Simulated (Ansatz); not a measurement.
## A computed series for Si: response to strain

Base system: Si in the diamond structure (space group Fd-3m, No. 227; a = 5.4021 Å). Axes: x, y, z lie along the cube axes.

Strains are applied to the cell and any free atomic positions relax; under biaxial strain the out-of-plane vector relaxes too.

The values are results of LDA in Ansatz (plane waves to 420 eV, PAW, no spin-orbit coupling), not measurements.

Notes on the quantities. energy relative to the base: free energy F.

```tsv
biaxial strain, plane normal [001], relaxed out of plane (%)	energy relative to the base (meV/atom)
0	0.0
0.5	?
1	2.1
1.5	4.7
2	8.2
```

Task: Fit ΔE = Aε² + Bε³ (ε in %) to the rows shown and predict the withheld row.

Result: Least squares on the printed values gives A = 2.18 and B = -0.064 meV/atom (largest residual 0.0 meV/atom); this predicts 0.5 meV/atom, and the run gives 0.5 meV/atom, in agreement.

No phonon test of stability was made.

Ansatz is a quantum-chemistry and plane-wave program.
